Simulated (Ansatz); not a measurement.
Base system: Pt in the fcc (Cu type) structure (space group Fm-3m, No. 225; a = 3.920 Å; relaxed with 0.1 eV smearing). Axes: x, y, z lie along the cube axes.

Level of theory: Kohn–Sham DFT with the PBEsol functional, run in Ansatz (an electronic-structure program) with PAW and 420 eV plane waves, spin-orbit coupling left out.

The change: the cell is compressed by 0.50 % along z with no lateral relaxation; the atoms relax in the strained cell.

Task: What does the calculation give for the energy relative to the base after the change?

Result: The energy goes up by 0.4 meV/atom.

Task: Estimate the effect on the stress.

Result: The stress (xx, yy, zz, yz, xz, xy; compression positive) is (1.3, 1.3, 1.8, 0.0, 0.0, 0.0) GPa.

Whether these cells are dynamically stable was not tested. All final runs are without spin polarisation.
